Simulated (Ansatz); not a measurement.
```
CELL_PARAMETERS angstrom
      0.00000     5.59364     5.59364
      5.59364     0.00000     5.59364
      5.59364     5.59364     0.00000
ATOMIC_POSITIONS crystal
  Cs 0.25000 0.25000 0.25000
  Cs 0.75000 0.75000 0.75000
  Ag 0.50000 0.50000 0.50000
  Bi 0.00000 0.00000 0.00000
  Br 0.74608 0.25392 0.25392
  Br 0.25392 0.74608 0.74608
  Br 0.25392 0.74608 0.25392
  Br 0.74608 0.25392 0.74608
  Br 0.25392 0.25392 0.74608
  Br 0.74608 0.74608 0.25392
```

The cell was generated from a structure type, relaxed within its symmetry, and need not be the phase found at ambient conditions. Dynamical quadrupoles are not included in the interpolation of the phonons between the solved wave vectors. Spin-orbit coupling is not included.

### Question
This cell was relaxed within its symmetry with PBEsol density-functional theory in Ansatz (plane waves, PAW). Can a quasi-harmonic thermal-expansion study be run on it?

### Answer
Not as set up; a weak instability or too coarse a mesh can cause this, and the two were not told apart (phonon / k mesh 2×2×2 / 4×4×4). The program stopped with this message:

```
vibrations stand at or below zero in cell 4 (0.750 modes a cell, the lowest at -17.6 cm⁻¹): the crystal is at no minimum there, or its k-points are too few: type the crystal that it becomes, another pressure, or a denser kpoints.mp_grid, in a new run
```

The PAW data sets were generated under PBE and serve the other functionals too.

Ansatz is a quantum-chemistry and plane-wave program.

Keys are those of Ansatz 0.2.
